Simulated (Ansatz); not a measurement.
Consider SrTiO3 in the cubic perovskite structure (space group Pm-3m, No. 221).

```
SrTiO3
1.0
    3.93642     0.00000     0.00000
    0.00000     3.93642     0.00000
    0.00000     0.00000     3.93642
Sr Ti O
1 1 3
Direct
  0.00000   0.00000   0.00000
  0.50000   0.50000   0.50000
  0.50000   0.00000   0.50000
  0.00000   0.50000   0.50000
  0.50000   0.50000   0.00000
```

Method: PBE in Ansatz (plane waves to 420 eV, PAW, no SOC).

Base values:

| Property | Value |
|---|---|
| Band gap | 1.84 eV |
| Volume per atom | 12.20 Å³ |
| Smallest direct gap | 2.20 eV |

Perturbation: a hydrostatic pressure of 1.5 GPa.

Predict the new band gap, volume per atom and smallest direct gap.

The band gap grows by 0.02 eV (1.84 eV → 1.86 eV); the volume per atom shrinks by 0.104 Å³ to 12.09 Å³; the smallest direct gap goes up by 0.01 eV to 2.21 eV.

Load acts through the strain it causes; cell and atoms are relaxed under it. No phonon test of stability was made. All final runs are without spin polarisation. Many cubic perovskites are stable only at high temperature; tilts and polar distortions were not tested.

Ansatz is a first-principles code.
